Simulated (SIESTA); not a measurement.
Input and output of a relaxation of cell and atoms for NiS2 (P1, 3 atoms in the cell) (SIESTA).

Level of theory: SIESTA with GGA PBEsol, numerical atomic orbitals DZP, PseudoDojo PBEsol standard norm-conserving potentials (rewritten from UPF to PSML).

```
NiS2
1.0
    0.00000     2.84673     2.84673
    2.84673     0.00000     2.84673
    2.84673     2.84673     0.00000
Ni S
1 2
Direct
  0.99401   0.00847   0.97771
  0.24837   0.23639   0.27566
  0.75762   0.75514   0.74663
```
Moments meant for the start (each program seeds them in its own way; μB, in the order of the atoms Ni S S): 2.0 0.0 0.0.

Reference input (self-consistent single point, DFT, GGA PBEsol, numerical atomic orbitals DZP, PseudoDojo PBEsol standard norm-conserving potentials (rewritten from UPF to PSML)): XC.functional = GGA; XC.authors = PBEsol; potentials = PseudoDojo PBEsol standard; PAO.BasisSize = DZP; PAO.EnergyShift = 0.01 Ry; MeshCutoff = 350 Ry; kgrid.MonkhorstPack = 5 5 5; OccupationFunction = MP; OccupationMPOrder = 0; ElectronicTemperature = 1160.45 K; Spin = polarized; DM.InitSpin = [1 +2.00, 2 +0.00, 3 +0.00]. This run's input differs from it in these lines:

```diff
@@ -49,2 +49,7 @@
 Diag.ParallelOverK           true
+MD.TypeOfRun                 FIRE
+MD.Steps                     40
+MD.MaxForceTol               0.02 eV/Ang
+MD.VariableCell              true
+MD.MaxStressTol              0.05 GPa
 WriteForces                  true
```

Output, abridged:

```
        iscf     Eharris(eV)        E_KS(eV)     FreeEng(eV)     dDmax    Ef(eV) dHmax(eV)
   scf:    1    -5039.076934    -5119.288341    -5119.308973  0.590990 -1.616435 43.015230
     spin moment: {S} , |S| = {        0.0        0.0    2.38222 }     2.38222
   scf:    2    -5157.341553    -5158.938144    -5158.947708  0.461697 -3.165490  2.944775
     spin moment: {S} , |S| = {        0.0        0.0    0.95052 }     0.95052
   scf:    3    -5159.234660    -5159.146362    -5159.156442  0.026507 -3.140266  0.908086
     spin moment: {S} , |S| = {        0.0        0.0    1.01532 }     1.01532
   [... lines left out ...]
     spin moment: {S} , |S| = {        0.0        0.0    0.62881 }     0.62881
   scf:   24    -5159.308272    -5159.308278    -5159.323424  0.000025 -3.318633  0.000262
     spin moment: {S} , |S| = {        0.0        0.0    0.62860 }     0.62860
   scf:   25    -5159.308277    -5159.308278    -5159.323424  0.000011 -3.318589  0.000100
     spin moment: {S} , |S| = {        0.0        0.0    0.62853 }     0.62853
   scf:   26    -5159.308275    -5159.308276    -5159.323424  0.000006 -3.318600  0.000073
     spin moment: {S} , |S| = {        0.0        0.0    0.62846 }     0.62846
SCF Convergence by DM+H criterion
max |DM_out - DM_in|         :     0.0000062541
max |H_out - H_in|      (eV) :     0.0000733963
SCF cycle converged after 26 iterations

Using DM_out to compute the final energy and forces

siesta: E_KS(eV) =            -5159.3083

siesta: E_KS - E_eggbox =     -5159.3083

siesta: Atomic forces (eV/Ang):
     1    0.077746   -0.005965   -0.045833
   [... lines left out ...]
siesta: Pressure (static):        -73.25294063  kBar
siesta: Pressure (total):        -73.25294063  kBar
No target stress found, assuming hydrostatic MD.TargetPressure.
Target stress (kBar)
outcell: Cell volume (Ang**3)        :     43.4866
        iscf     Eharris(eV)        E_KS(eV)     FreeEng(eV)     dDmax    Ef(eV) dHmax(eV)
siesta: Pressure (static):         -0.45845737  kBar
siesta: Pressure (total):         -0.45845737  kBar
outcell: Cell volume (Ang**3)        :     43.4866
siesta: FreeEng =     -5159.414047
   [... lines left out ...]
   1  8.723   0.998   0.303  -0.062   1.005   1.006   1.006   0.164   0.164
              0.164   0.771   0.771   0.989   0.769   0.988  -0.050  -0.050

             -0.082  -0.050  -0.082

Species: S
Atom  Qatom  Qorb
               3s      3s      3py     3pz     3px     3py     3pz     3px
               3Pdxy   3Pdyz   3Pdz2   3Pdxz   3Pdx2-y2
   2  2.953   0.838   0.053   0.647   0.648   0.648  -0.013  -0.013  -0.013
              0.029   0.029   0.035   0.029   0.036
   3  2.953   0.838   0.053   0.647   0.648   0.648  -0.012  -0.013  -0.012
              0.029   0.029   0.035   0.029   0.036

mulliken: Qtot =       14.630

Mulliken Atomic Populations:
Atom #   charge [q] valence [e]      Sz [e]  Species
     1     0.093303   17.906697    0.461055  Ni
     2    -0.046566    6.046566    0.139982  S
     3    -0.046737    6.046737    0.139787  S
 Total    -0.000000                0.740824
```

The relaxation ended unconverged. 

The starting cell comes from a database of computed structures (which also holds hypothetical and non-ambient phases and stackings), without a prior relaxation at this level. Its atoms were displaced at random from the sites of space group no. 225. Values carry the incompleteness of an atom-centred basis.

Cost on one core of a shared machine: roughly 4 min.
